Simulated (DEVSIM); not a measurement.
Device: Schottky contact on n-type Si, at 300 K.

Layer 1 from the left is Si, thickness (μm) 11.0, Nd (cm⁻³) 5.5e16, τn (s) 0.00058, τp (s) 0.00058. Layer 2 from the left is Si, thickness (μm) 1.80, Nd (cm⁻³) 9.4e17, τn (s) 0.00058, τp (s) 0.00058.

Left contact: Schottky, work function 4.94 eV, emission velocity 2.4e6 cm/s. Right contact: ohmic. Voltage is applied to the left contact. Recombination: SRH at mid-gap, radiative. Mobility is μmin + (μ − μmin)/(1 + (N/Nref)^α).

This is a model device: material constants are rounded textbook-type values typed into the input, and sizes, dopings and lifetimes were drawn at random. Values at 300 K.

Si: gap (eV) 1.124, affinity (eV) 4.05, permittivity 11.7, Nc (cm⁻³) 2.86e19, Nv (cm⁻³) 3.1e19, μn (cm²/Vs) 1417, μp (cm²/Vs) 470, μn,min 52, μp,min 45, Nref,n 9.7e16, Nref,p 2.2e17, αn 0.68, αp 0.72, B (cm³/s) 4.7e-15.

Simulated with DEVSIM: 1D drift-diffusion, Boltzmann statistics, complete ionisation; no tunnelling, impact ionisation, image-force lowering or self-heating. Metal contacts follow the ideal Schottky-Mott rule: no Fermi-level pinning, no interface dipoles.

Dark forward current:

| |V| (V) | |J| (A/cm²) |
|---|---|
| 0.05 | 7.089e-8 |
| 0.10 | 5.607e-7 |
| 0.15 | 3.944e-6 |
| 0.20 | 2.732e-5 |
| 0.25 | 0.0001887 |
| 0.30 | 0.001303 |
| 0.35 | 0.008990 |
| 0.40 | 0.06198 |
| 0.45 | 0.4261 |
| 0.50 | 2.889 |
| 0.55 | 18.16 |
| 0.60 | 84.81 |
| 0.65 | 239.6 |
| 0.70 | 462.7 |
| 0.75 | 726.7 |
| 0.80 | 1017 |
| 0.85 | 1325 |
| 0.90 | 1643 |
| 0.95 | 1971 |
| 1.00 | 2305 |

Task: Work out the local ideality factor n = ΔV / (kT/q · ln(J2/J1)) between the rows 0.15 and 0.20 V, 0.95 and 1.00 V.

Result: kT/q = 25.85 mV. From 0.15 to 0.20 V: ln(2.732e-5/3.944e-6) = 1.935, n = 1.00, near the 1 of diffusion or emission over a barrier. From 0.95 to 1.00 V: ln(2305/1971) = 0.157, n = 12.36; the layers' resistance at their doping, Σ W/(qμN) = 0.00015 Ω cm², would take 50 mV of this step of 50 mV.

Task: Estimate the current at 0.35 V for emission alone, J0 = q v N_band exp(−φB/kT), and read the barrier back from the simulated current.

Result: φB = 0.890 eV, N_band = 2.86e19 cm⁻³, J0 = 1.23e-8 A/cm²; J = J0 (exp(qV/kT) − 1) = 0.00931 A/cm². The simulation gives 0.00899 A/cm²; the estimate lies 3.6 % above. Read backwards, the simulated current gives an apparent barrier of 0.891 eV. The estimate leaves out transport through the depletion region and minority injection.
